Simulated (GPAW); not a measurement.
Band structure of KCrCl3 (P4mm, 5 atoms in the cell).

```
KCrCl3
1.0
    4.97792     0.00000     0.00000
    0.00000     4.97792     0.00000
    0.00000     0.00000     4.97062
K Cr Cl
1 1 3
Direct
  0.00000   0.00000   0.99676
  0.50000   0.50000   0.48507
  0.50000   0.00000   0.48536
  0.00000   0.50000   0.48536
  0.50000   0.50000   0.98504
```
Moments meant for the start (each program seeds them in its own way; μB, in the order of the atoms K Cr Cl Cl Cl): 0.0 3.0 0.0 0.0 0.0.

Level of theory: PBEsol, GPAW PAW datasets PBEsol (made by gpaw-setup) (plane waves; GPAW).

Settings: spinpol = true; mode = pw; ecut = 800 eV; xc = PBEsol; kpts = 5 5 5; mesh shift (steps) = 0 0 0; occupations.name = fermi-dirac; occupations.width = 0.136 eV; nbands = -13; symmetry.symmorphic = false; symmetry.tolerance = 0.0005; maxiter = 100; bandpath_npoints = 40.

The starting cell comes from a database of computed structures (which also holds hypothetical and non-ambient phases and stackings), without a prior relaxation at this level. With one magnetic atom in the cell only a parallel order is possible.

Levels in eV from the Fermi level, bands 17 to 23 of the first spin channel:
| point | 17 | 18 | 19 | 20 | 21 | 22 | 23 |
|---|---|---|---|---|---|---|---|
| Γ | -1.69 | -1.69 | -1.68 | -0.97 | -0.97 | 2.26 | 3.00 |
| X | -1.67 | -0.97 | -0.92 | -0.91 | -0.15 | 4.87 | 4.90 |
| M | -0.92 | -0.92 | -0.76 | -0.66 | 1.51 | 5.85 | 5.97 |
| Z | -1.67 | -0.97 | -0.91 | -0.91 | -0.15 | 4.87 | 4.92 |
| R | -0.92 | -0.91 | -0.76 | -0.67 | 1.52 | 5.84 | 5.98 |
| A | -0.73 | -0.73 | -0.73 | 1.51 | 1.52 | 4.09 | 4.52 |

Bands cross the Fermi level along this path, so the cell is metallic at this level.

The net moment of the cell came out as 4.00 μB.
